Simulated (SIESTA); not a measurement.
**A self-consistent single point of MnAu (Pm-3m, 2 atoms in the cell) with SIESTA**

Level of theory: LDA PW92, numerical atomic orbitals DZP, PseudoDojo LDA standard norm-conserving potentials (rewritten from UPF to PSML) run with SIESTA.

The input file:

```
# files in the folder: Mn.psml Au.psml (PseudoDojo LDA standard)
SystemName  MnAu
SystemLabel MnAu

NumberOfAtoms                2
NumberOfSpecies              2
%block ChemicalSpeciesLabel
  1 25 Mn
  2 79 Au
%endblock ChemicalSpeciesLabel
LatticeConstant              1.0 Ang
%block LatticeVectors
     3.207760000    0.000000000    0.000000000
     0.000000000    3.207760000    0.000000000
     0.000000000    0.000000000    3.207760000
%endblock LatticeVectors
AtomicCoordinatesFormat      Ang
%block AtomicCoordinatesAndAtomicSpecies
     1.603880000    1.603880000    1.603880000  1
     0.000000000    0.000000000    0.000000000  2
%endblock AtomicCoordinatesAndAtomicSpecies

XC.functional                LDA
XC.authors                   PW92
PAO.BasisSize                DZP
PAO.EnergyShift              0.01 Ry
MeshCutoff                   400 Ry
%block kgrid.MonkhorstPack
   10   0   0  0.0
    0  10   0  0.0
    0   0  10  0.0
%endblock kgrid.MonkhorstPack
OccupationFunction           FD
ElectronicTemperature        50.0 meV
Spin                         polarized
%block DM.InitSpin
  1 +4.00
  2 +0.00
%endblock DM.InitSpin

MaxSCFIterations             150
SCF.Mixer.Method             Pulay
SCF.Mixer.Weight             0.1
SCF.Mixer.History            6
SCF.DM.Tolerance             1.0E-05
Diag.ParallelOverK           true
WriteForces                  true
Charge.Mulliken              end
```

Log, with long lists cut:

```
reinit: Reading from file input.fdf

reinit: System Name: MnAu
reinit: System Label: MnAu

NOTE on units for spin output:
{S} is the spin magnetic moment, in units of the Bohr magneton,
assuming a g-factor for the electron spin of exactly 2.
The spin magnetic moment is then numerically equal to the charge inbalance,
in units of electrons, between the spin-up and -down channels.

coor:   Atomic-coordinates input format  =     Cartesian coordinates
coor:                                          (in Angstroms)

siesta: Atomic coordinates (Bohr) and species
siesta:      3.03089   3.03089   3.03089  1        1
siesta:      0.00000   0.00000   0.00000  2        2

siesta: System type = bulk

initatomlists: Number of atoms, orbitals, and projectors:      2    38    43

siesta: ******************** Simulation parameters ****************************
redata: Spin configuration                          = collinear
redata: Time-Reversal Symmetry                      = T
redata: Number of Atomic Species                    =        2
redata: Mesh Cutoff                                 =   400.0000 Ry
redata: Net charge of the system                    =     0.0000 |e|
redata: Min. number of SCF Iter                     =        0
redata: Max. number of SCF Iter                     =      150
redata: SCF convergence failure will abort job
redata: SCF mix quantity                            = Hamiltonian
redata: Mix DM or H after convergence               =   F
redata: Recompute H after scf cycle                 =   F
redata: Mix DM in first SCF step                    =   T
redata: No kicks to SCF
redata: DM Mixing Weight for Kicks                  =     0.5000
redata: Require Harris convergence for SCF          =   F
redata: Harris energy tolerance for SCF             =     0.000100 eV
redata: Require DM convergence for SCF              =   T
redata: DM tolerance for SCF                        =     0.000010
   [... lines left out ...]
diag: Used triangular part                          = Lower
diag: Absolute tolerance                            =  0.100E-15
diag: Orthogonalization factor                      =  0.100E-05
diag: Memory factor                                 =  1.0000

superc: Internal auxiliary supercell:     5 x     5 x     5  =     125
superc: Number of atoms, orbitals, and projectors:    250   4750   5375

                        Single-point calculation

superc: Internal auxiliary supercell:     5 x     5 x     5  =     125
superc: Number of atoms, orbitals, and projectors:    250   4750   5375

outcell: Unit cell vectors (Ang):
        3.207760    0.000000    0.000000
        0.000000    3.207760    0.000000
        0.000000    0.000000    3.207760

outcell: Cell vector modules (Ang)   :    3.207760    3.207760    3.207760
outcell: Cell angles (23,13,12) (deg):     90.0000     90.0000     90.0000
outcell: Cell volume (Ang**3)        :     33.0070
new_DM -- step:     1
Initializing Density Matrix...

Attempting to read DM from file... Failed...
DM filled with atomic data (user-defined):

InitMesh: MESH = 40 x 40 x 40 = 64000
InitMesh: Mesh cutoff (required, used) =   400.000   429.752 Ry

stepf: Fermi-Dirac step function
        iscf     Eharris(eV)        E_KS(eV)     FreeEng(eV)     dDmax    Ef(eV) dHmax(eV)
   scf:    1    -6940.947845    -6962.140307    -6962.153045  1.290705 -0.609940 20.496290
     spin moment: {S} , |S| = {        0.0        0.0    3.88874 }     3.88874
   scf:    2    -6973.730268    -6968.921153    -6968.933310  0.255882 -0.945464 11.844574
     spin moment: {S} , |S| = {        0.0        0.0    4.02556 }     4.02556
   scf:    3    -6974.065279    -6971.791108    -6971.801439  0.219747 -1.481609  5.951256
     spin moment: {S} , |S| = {        0.0        0.0    4.05970 }     4.05970
   scf:    4    -6973.655594    -6973.148378    -6973.162233  0.239294 -2.300782  0.340422
     spin moment: {S} , |S| = {        0.0        0.0    4.07424 }     4.07424
   scf:    5    -6973.134984    -6973.147382    -6973.161189  0.015745 -2.298063  0.431481
     spin moment: {S} , |S| = {        0.0        0.0    4.07711 }     4.07711
   scf:    6    -6973.136123    -6973.142485    -6973.155653  0.015089 -2.327527  0.537362
     spin moment: {S} , |S| = {        0.0        0.0    4.09715 }     4.09715
   scf:    7    -6973.144289    -6973.152290    -6973.165134  0.022157 -2.303691  0.210618
     spin moment: {S} , |S| = {        0.0        0.0    4.10339 }     4.10339
   scf:    8    -6973.155275    -6973.154136    -6973.166856  0.005433 -2.302546  0.074623
     spin moment: {S} , |S| = {        0.0        0.0    4.10993 }     4.10993
   scf:    9    -6973.154216    -6973.154259    -6973.167038  0.002282 -2.306014  0.006314
     spin moment: {S} , |S| = {        0.0        0.0    4.10924 }     4.10924
   scf:   10    -6973.154317    -6973.154288    -6973.167039  0.000265 -2.305173  0.005265
     spin moment: {S} , |S| = {        0.0        0.0    4.11097 }     4.11097
   scf:   11    -6973.154255    -6973.154272    -6973.167040  0.000223 -2.305371  0.000250
     spin moment: {S} , |S| = {        0.0        0.0    4.11021 }     4.11021
   scf:   12    -6973.154272    -6973.154272    -6973.167040  0.000007 -2.305372  0.000210
     spin moment: {S} , |S| = {        0.0        0.0    4.11022 }     4.11022
SCF Convergence by DM+H criterion
max |DM_out - DM_in|         :     0.0000069891
max |H_out - H_in|      (eV) :     0.0002098811
SCF cycle converged after 12 iterations

Using DM_out to compute the final energy and forces

siesta: E_KS(eV) =            -6973.1543

siesta: E_KS - E_eggbox =     -6973.1543

siesta: Atomic forces (eV/Ang):
     1   -0.000000    0.000000   -0.000000
     2   -0.000000   -0.000000    0.000000
   Tot   -0.000000   -0.000000    0.000000
   Max    0.000000
   Res    0.000000    sqrt( Sum f_i^2 / 3N )
   Max    0.000000    constrained

Stress tensor Voigt[x,y,z,yz,xz,xy] (kbar):      143.32      143.32      143.32        0.00        0.00        0.00
(Free)E + p*V (eV/cell)    -6976.1196
Target enthalpy (eV/cell)    -6973.1670

siesta: Program's energy decomposition (eV):
siesta: Ebs     =     -1152.926268
siesta: Eions   =      9071.512280
siesta: Ena     =       882.724375
siesta: Ekin    =      2470.772465
siesta: Enl     =      -152.219994
siesta: Eso     =         0.000000
siesta: Edftu   =         0.000000
siesta: DEna    =        70.998533
siesta: DUscf   =         2.450602
siesta: DUext   =         0.000000
siesta: Ex      =     -1085.257235
siesta: Ec      =       -91.110738
siesta: Exc     =     -1176.367973
siesta: Eharris =     -6973.154272
siesta: Etot    =     -6973.154272
siesta: FreeEng =     -6973.167040

siesta: Stress tensor (static) (eV/Ang**3):
siesta:     0.089454    0.000000    0.000000
siesta:     0.000000    0.089454    0.000000
siesta:     0.000000    0.000000    0.089454

siesta: Cell volume =         33.006966 Ang**3

siesta: Pressure (static):
siesta:                Solid            Molecule  Units
siesta:          -0.00097427         -0.00097427  Ry/Bohr**3
siesta:          -0.08945380         -0.08945380  eV/Ang**3
siesta:        -143.32078748       -143.32078748  kBar

mulliken: Atomic and Orbital Populations:

mulliken: Spin UP

Species: Mn
Atom  Qatom  Qorb
               3s      4s      4s      3py     3pz     3px     4py     4pz
               4px     3dxy    3dyz    3dz2    3dxz    3dx2-y2 3dxy    3dyz
               3dz2    3dxz    3dx2-y2
   [... lines left out ...]
               6px     5dxy    5dyz    5dz2    5dxz    5dx2-y2 5dxy    5dyz
               5dz2    5dxz    5dx2-y2
   2  9.448   0.998   0.677  -0.200   0.999   0.999   0.999   0.102   0.102
              0.102   0.828   0.828   0.892   0.828   0.892   0.093   0.093

              0.061   0.093   0.061

mulliken: Qtot =       19.055

mulliken: Spin DOWN

Species: Mn
Atom  Qatom  Qorb
               3s      4s      4s      3py     3pz     3px     4py     4pz
               4px     3dxy    3dyz    3dz2    3dxz    3dx2-y2 3dxy    3dyz
               3dz2    3dxz    3dx2-y2
   1  5.408   1.004   0.730  -0.260   1.008   1.008   1.008   0.112   0.112
              0.112   0.158   0.158   0.055   0.158   0.055  -0.001  -0.001

             -0.004  -0.001  -0.004

Species: Au
Atom  Qatom  Qorb
               5s      6s      6s      5py     5pz     5px     6py     6pz
               6px     5dxy    5dyz    5dz2    5dxz    5dx2-y2 5dxy    5dyz
               5dz2    5dxz    5dx2-y2
   2  9.537   0.997   0.901  -0.300   0.999   0.999   0.999   0.132   0.132
              0.132   0.826   0.826   0.883   0.826   0.883   0.071   0.071

              0.046   0.071   0.046

mulliken: Qtot =       14.945

Mulliken Atomic Populations:
Atom #   charge [q] valence [e]      Sz [e]  Species
     1    -0.015495   15.015495    4.199607  Mn
     2     0.015495   18.984505   -0.089386  Au
 Total    -0.000000                4.110221
```

The run converged in 12 iterations.

The starting cell comes from a database of computed structures (which also holds hypothetical and non-ambient phases and stackings), without a prior relaxation at this level. With one magnetic atom in the cell only a parallel order is possible. Values carry the incompleteness of an atom-centred basis. With a pressure of about -14 GPa the cell is away from its equilibrium volume at this level.
